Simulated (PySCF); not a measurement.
PySCF 2.14.0, B3LYP/def2-svp, df: Cr(O)(NH)(OH)(OSiH3) ([NH]=[Cr](=[O])([OH])[O][SiH3]), 11 atoms. The geometry is a generated start, not checked to be a minimum at this level.

* **task**: energy
* **method**: b3lyp
* **basis**: def2-svp
* **two-electron scheme**: density fitting
* **mol.max_memory**: 3000 MB
* **mf.max_cycle**: 100
* **mf.init_guess**: minao (default)
* **mf.DIIS**: CDIIS (default)
* **mf.diis_space**: 8 (default)
* **mf.conv_tol**: 1e-09 (default)
* **mf.grids.level**: 3 (default)
* **basis functions**: 130
* **grid points**: 145272

```xyz
11

Cr    -0.5850     0.9618    -0.2984
O     -0.0068     2.2907     0.2734
N     -0.3589     0.8953    -1.9171
H     -0.1353     1.1419    -2.8704
O     -2.2300     0.7695     0.0340
H     -3.1779     0.8472     0.1395
O      0.3342    -0.3475     0.3296
Si     1.3555    -1.4304     0.9614
H      1.5062    -1.1091     2.3869
H      2.6055    -1.2941     0.2066
H      0.6924    -2.7252     0.7546
```

Charge 0 and multiplicity 1 are set for this test and not shown to be the ground state.

One run each on 2 threads, 1 BLAS thread. Values of level_shift (Hartree) tried: 0 (default), 0.1, 0.3, 1.

Task: Predict the course of the Fock builds along this series.

Result: Fewest Fock builds: 0 (default) with 17. The count rises to 54 at 1. All converge to one solution.

```json
[
 {"level_shift (Hartree)": "0 (default)", "Fock builds": "17", "end": "same solution"},
 {"level_shift (Hartree)": "0.1", "Fock builds": "19", "end": "same solution"},
 {"level_shift (Hartree)": "0.3", "Fock builds": "23", "end": "same solution"},
 {"level_shift (Hartree)": "1", "Fock builds": "54", "end": "same solution"}
]
```
